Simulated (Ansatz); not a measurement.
Cells marked so need not be the phases stable at ambient conditions, and some may be hypothetical.

No gap correction and no spin-orbit coupling; mid-gap values are interpolated between computed energies.

A. Rb2Pd(IBr2)2 (I4/mmm, not sure to be the ambient phase, 9 atoms a cell, 36.5 Å³ an atom, -2 GPa at this level), along the normal of (001)
B. LuCuS$_{2}$ (P3m1, not sure to be the ambient phase, 4 atoms a cell, 19.3 Å³ an atom, -2 GPa at this level), along the normal of (100)
C. CsBH4 (F-43m, not sure to be the ambient phase, 6 atoms a cell, 16.4 Å³ an atom), along the normal of (001)

Rank these by mid-gap decay constant of the slowest evanescent state (lowest first), as PBEsol (Ansatz, a first-principles code) gives it.

A (0.06 1/Å), B (0.14 1/Å), C (0.39 1/Å)
